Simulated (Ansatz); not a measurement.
**Effect of biaxial strain +1.50 %, plane normal [001], relaxed out of plane on Tl**

Start from Tl in the hcp (Mg type) structure (space group P6_3/mmc, No. 194; a = 3.476 Å, c = 5.472 Å; relaxed with 0.1 eV smearing). Axes: x lies along a and z along c of the hexagonal cell.

The change: tensile biaxial strain of 1.50 % in the plane normal to [001], as in epitaxy on a mismatched substrate; the out-of-plane cell vector and the atoms relax.

Computed with PBEsol (Ansatz, a program for electronic structure), scalar-relativistic without spin-orbit coupling. k-mesh 19×19×11 (Γ-centred); smearing 0.1 eV (Fermi–Dirac).

Volume per atom: 29.10 Å³ (base 28.63 Å³)
Space group: P6_3/mmc (No. 194) (base P6_3/mmc (No. 194))
Shortest interatomic distance: 3.382 Å (base 3.393 Å)
Pressure (mean of the normal stresses, compression positive): -0.5 GPa (base 0.0 GPa)
Band gap: zero (base zero)
Out-of-plane strain: -1.32 %
Mean in-plane stress (compression positive): -0.7 GPa

Final structure (turned so that z lies along the plane normal):

```
CELL_PARAMETERS angstrom
      3.52820     0.00000     0.00000
      1.76410     3.05551     0.00000
      0.00000     0.00000     5.39906
ATOMIC_POSITIONS crystal
  Tl 0.66667 0.66667 0.75000
  Tl 0.33333 0.33333 0.25000
```

Stability against distortions was not tested.
